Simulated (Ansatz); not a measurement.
**AlN under a change: pressure 9 GPa**

Consider AlN in the zinc blende structure (space group F-43m, No. 216; a = 4.3423 Å).

Modification: a hydrostatic pressure of 9 GPa.

All numbers come from LDA (Ansatz, a first-principles code), no spin-orbit coupling. Γ-centred 13×13×13 mesh, Fermi–Dirac width 0.05 eV.

```tsv
quantity	base	changed	shift
volume per atom	10.23 Å³	9.84 Å³	-0.398 Å³
density	3.33 g/cm³	3.46 g/cm³	+0.13 g/cm³
lattice parameter a	4.342 Å	4.285 Å	-0.057 Å
shortest interatomic distance	1.880 Å	1.856 Å	-0.0247 Å
enthalpy H = E + PV relative to the base's energy	–	+0.56 eV/atom	–
band gap	3.25 eV	3.27 eV	+0.02 eV
gap character	indirect, Γ → X	indirect, Γ → X	–
smallest direct gap	4.39 eV	4.75 eV	+0.36 eV
mean gap deformation potential ΔEg/Δln V	–	-0.4 eV	–
width of the top valence band	2.76 eV	2.84 eV	+0.089 eV
electron mass	0.52 mₑ along k, 0.32 mₑ across (at X)	0.52 mₑ along k, 0.32 mₑ across (at X)	–
valley order (the lowest conduction-band minima on the path, energy above the VBM, named in the base's zone)	X along ⟨100⟩ 3.25 eV; Γ 4.39 eV	X along ⟨100⟩ 3.27 eV; Γ 4.75 eV	–
```

Final structure:

```
AlN
1.0
    0.00000     2.14263     2.14263
    2.14263     0.00000     2.14263
    2.14263     2.14263     0.00000
Al N
1 1
Direct
  0.00000   0.00000   0.00000
  0.25000   0.25000   0.25000
```

Cost of the whole job for the changed cell (relaxation, final SCF and bands): very roughly 24 core-seconds.

Load acts through the strain it causes; cell and atoms are relaxed under it. Effective masses come from finite differences of ±0.01 Å⁻¹. Along k means along the line from Γ to the band edge. No phonon test of stability was made. Tetrahedral semiconductors of this kind turn to denser phases somewhere between about 1 and 50 GPa; those were not computed, so compressed cells here can lie past the real transition. This is not the structure that AlN has at room temperature and ambient pressure.
